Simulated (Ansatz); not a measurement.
Effect of uniaxial strain ε_zz = −1.00 % on Sn

Consider Sn in the diamond structure (space group Fd-3m, No. 227; a = 6.566 Å). Axes: x, y, z lie along the cube axes.

The change: uniaxial strain ε_zz = −1.00 %, all other strain components held at zero; the atoms relax in the strained cell.

The values are results of DFT with r2SCAN, PAW potentials and a 500 eV plane-wave cutoff in Ansatz (a first-principles code), no spin-orbit coupling, not measurements. Settings: 12×12×12 k-points, 0.05 eV Fermi–Dirac smearing.

The volume per atom falls by 0.35 Å³, from 35.39 Å³ to 35.04 Å³ and the space group goes from Fd-3m (No. 227) to I4_1/amd (No. 141). The shortest interatomic distance decreases by 0.009 Å to 2.834 Å and the energy grows by 0.7 meV/atom. The pressure (mean of the normal stresses, compression positive) goes from zero to 0.4 GPa and the band gap becomes 0.07 eV (base: zero) (uncertain: the edges found look like a band crossing or inverted bands; the changed cell). The stress (xx, yy, zz, yz, xz, xy; compression positive) is (0.3, 0.3, 0.7, 0.0, 0.0, 0.0) GPa (rough).

Without a gap, meshes like the base's 12×12×12 leave anisotropic stresses uncertain by several tenths of a GPa, and small strain energies with them. Whether these cells are dynamically stable was not tested. The zero or small gap of Sn can change with the level of theory.
